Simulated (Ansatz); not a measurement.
The reference is Mg2Si (space group Fm-3m, No. 225; a = 6.326 Å). Axes: x, y, z lie along the cube axes.

Calculations: PBEsol (Ansatz, a first-principles code, PAW, spin-orbit coupling left out).

Strains are applied to the cell and any free atomic positions relax; under stress the whole cell relaxes.

One change was made to it. Results:

The energy rises by 26 meV/atom; the band gap becomes zero (base: 0.12 eV).

Which change produced these results?
A. isotropic strain −2.20 %
B. uniaxial strain ε_zz = +2.73 %
C. uniaxial strain ε_zz = +5.96 %
D. isotropic strain −0.66 %
E. uniaxial stress, 2 GPa tension along z

C, uniaxial strain ε_zz = +5.96 %. For comparison, the energy relative to the base in the other runs: isotropic strain −2.20 % gives +17 meV/atom; isotropic strain −0.66 % gives +1.5 meV/atom; uniaxial strain ε_zz = +2.73 % gives +5.6 meV/atom; uniaxial stress, 2 GPa tension along z gives +2.4 meV/atom.

Beyond what the load breaks, stability against distortions was not tested. All final runs are without spin polarisation. Gaps under 0.05 eV, about the width of the smearing, are given as zero. A zero or small gap of Mg2Si can be the functional's error rather than a property of the material.
